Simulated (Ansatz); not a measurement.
Take AlN in the wurtzite structure (space group P6_3mc, No. 186; a = 3.1302 Å, c = 5.0180 Å) as the base.

Computed with DFT with PBE, PAW potentials and a 420 eV plane-wave cutoff in Ansatz (an electronic-structure program), without spin-orbit coupling.

Strains are applied to the cell and any free atomic positions relax.

One change was made to it. Results:

The band gap grows by 0.314 eV (4.03 eV → 4.35 eV); the valence-band top at Γ (three highest levels, from the VBM) becomes 0.00, -0.22, -0.22 eV (base: 0.00, -0.20, -0.20 eV); the pressure (mean of the normal stresses, compression positive) goes from zero to 7.52 GPa; the energy rises by 8.7 meV/atom.

Task: What was done to the base?
A) isotropic strain −2.40 %
B) isotropic strain −1.20 %
C) isotropic strain −1.80 %
D) isotropic strain −0.60 %
E) isotropic strain −3.00 %

Result: B, isotropic strain −1.20 %. For comparison, the band gap in the other runs: isotropic strain −3.00 % gives 4.84 eV; isotropic strain −0.60 % gives 4.19 eV; isotropic strain −1.80 % gives 4.51 eV; isotropic strain −2.40 % gives 4.67 eV.

Whether these cells are dynamically stable was not tested.
